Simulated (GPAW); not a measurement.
Input and output of a self-consistent single point for Zn (P6_3/mmc, 4 atoms in the cell) (GPAW).

Level of theory: PBEsol, GPAW PAW datasets PBEsol (made by gpaw-setup) (plane waves; GPAW 25.7.0).

```xyz
4
Lattice="2.8314 0.0000 0.0000 -1.4157 2.4521 0.0000 0.0000 0.0000 9.1100" Properties=species:S:1:pos:R:3 pbc="T T T"
Zn     0.0000     0.0000     0.0000
Zn     0.0000     0.0000     4.5550
Zn     0.0000     1.6347     2.2775
Zn     1.4157     0.8174     6.8325
```

Reference input (self-consistent single point, DFT PBE, plane waves, GPAW PAW datasets PBE (gpaw-data 1.0.1)): mode = pw; ecut = 800 eV; xc = PBE; kpts = 13 13 4; mesh shift (steps) = 0 0 0; occupations.name = methfessel-paxton; occupations.width = 0.272 eV; occupations.order = 0; nbands = -10; symmetry.symmorphic = false; symmetry.tolerance = 0.0005; maxiter = 120. This run's input differs from it in these lines:

```diff
@@ -15,3 +15,3 @@
 calc = GPAW(mode=PW(800),
-            xc='PBE',
+            xc='PBEsol',
             kpts={'size': (13, 13, 4), 'gamma': True},
```

Its files differ too (potentials: GPAW PAW datasets PBEsol (made by gpaw-setup)).

The program printed (abridged):

```
     iter     time        total  log10-change:
                         energy   eigst   dens
iter:   1 --:--:--    -6.397133
iter:   2 --:--:--    -6.568202   -0.40  -1.47
iter:   3 --:--:--    -6.492060   -0.85  -1.48
iter:   4 --:--:--    -6.881319   -1.48  -1.90
iter:   5 --:--:--    -6.463804   -1.05  -1.83
iter:   6 --:--:--    -6.365579   -2.73  -2.18
iter:   7 --:--:--    -6.365302   -4.18  -2.76
iter:   8 --:--:--    -6.373911c  -2.51  -2.80
iter:   9 --:--:--    -6.360627c  -2.88  -2.61
iter:  10 --:--:--    -6.360211c  -4.87  -3.34
iter:  11 --:--:--    -6.360331c  -4.07  -3.50
iter:  12 --:--:--    -6.360133c  -5.90  -3.47
iter:  13 --:--:--    -6.360075c  -6.15  -3.63
iter:  14 --:--:--    -6.360014c  -5.62  -3.74
iter:  15 --:--:--    -6.360035c  -4.94  -3.94
iter:  16 --:--:--    -6.360022c  -5.06  -3.86
iter:  17 --:--:--    -6.359993c  -6.00  -4.04c
iter:  18 --:--:--    -6.359993c  -6.86  -4.94c
iter:  19 --:--:--    -6.359994c  -7.00  -4.82c
iter:  20 --:--:--    -6.359994c  -8.14c -4.92c
Converged after 20 iterations.

Dipole moment: (0.000000, -0.000000, 0.000000) |e|*Ang

Energy contributions relative to reference atoms: (reference = -195290.982440)

Kinetic:        -13.208608
Potential:      +18.117795
External:        +0.000000
XC:             -11.117423
Entropy (-ST):   -0.060039
Local:           -0.121738
SIC:             +0.000000
--------------------------
Free energy:     -6.390013
Extrapolated:    -6.359994

Showing only first 2 kpts
 Kpt  Band  Eigenvalues  Occupancy
  0    22     -0.81661    2.00000
  0    23      3.39355    2.00000
  0    24      4.79385    2.00000
  0    25     13.43785    0.00000

  1    22     -0.50493    2.00000
  1    23      2.18170    2.00000
  1    24      6.23424    0.78674
  1    25     10.82044    0.00000

Fermi level: 6.18221

No gap
No difference between direct/indirect transitions
Energy (eV): -6.359994

Forces in eV/Ang:
  0 Zn    0.00000   -0.00000    0.00000
  1 Zn    0.00000   -0.00000    0.00000
  2 Zn    0.00000    0.00000   -0.00000
  3 Zn   -0.00000   -0.00000   -0.00000

Stress tensor:
     0.048116     0.000000     0.000000
     0.000000     0.048116     0.000000
     0.000000     0.000000     0.046596
Stress (GPa, Voigt): [7.7091 7.7091 7.4654 0.     0.     0.    ]
```

The run converged in 20 iterations. GPAW prints stress with tension positive. Against the reference run the pressure goes from -3.01 to -7.63 GPa.

The starting cell was generated: these elements placed on a structure prototype, without a prior relaxation; it need not be a known phase or ordering of this composition. Its lattice was rescaled by a random factor within 2.5 % of one. With a pressure of about -8 GPa the cell is away from its equilibrium volume at this level.

Cost on one core of a shared machine: roughly 80 s.
